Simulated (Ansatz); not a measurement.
Results of r²SCAN in Ansatz (PAW) for CsCl-type CoAl.

Numerical settings: plane-wave cutoff 600 eV, 22×22×22 k mesh, Fermi–Dirac smearing 0.043 eV (set by the program), no spin polarisation, scalar-relativistic PAW data made under PBE.

Computed at the level's own relaxed cell.

Elastic tensor (GPa, Voigt notation, ions relaxed):

```
  347.0   123.8   123.8     0.0     0.0     0.0
  123.8   347.0   123.8     0.0     0.0     0.0
  123.8   123.8   347.0     0.0     0.0     0.0
    0.0     0.0     0.0   164.3     0.0     0.0
    0.0     0.0     0.0     0.0   164.3     0.0
    0.0     0.0     0.0     0.0     0.0   164.3
```

Worked from these constants: the tetragonal shear constant is C′ = (C11 − C12)/2 = 111.6 GPa against C44 = 164.3 GPa, so the tetragonal shear is the softer. The Zener ratio C44/C′ is 1.47 (1 for an isotropic solid), and the Cauchy pressure C12 − C44 is -40.5 GPa. With C11 + 2C12 = 594.6 GPa all three Born conditions hold; they don't test modes at the zone boundary.

Computed values are for the static lattice.

Ansatz is a program for electronic structure.
